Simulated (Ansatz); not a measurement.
Cells marked so need not be the phases stable at ambient conditions, and some may be hypothetical.

The gap is the functional's own. No spin-orbit coupling. Mid-gap values are interpolated on the energy grid.

A. BiRhS (P2_13, not sure to be the ambient phase, 12 atoms a cell, 20.1 Å³ an atom, -2 GPa at this level), along the normal of (110)
B. BaGaBO3F2 (P6_3/m, not sure to be the ambient phase, 16 atoms a cell, 13.1 Å³ an atom, -5 GPa at this level), along the normal of (100)
C. BaPb$_{2}$IF$_{5}$ (P4/nmm, not sure to be the ambient phase, 18 atoms a cell, 20.4 Å³ an atom), along the normal of (001)

Question: Order them by mid-gap decay constant of the slowest evanescent state (lowest first) at the level r2SCAN in Ansatz (a program for electronic structure).

Answer: A (0.13 1/Å), C (0.34 1/Å), B (0.42 1/Å)
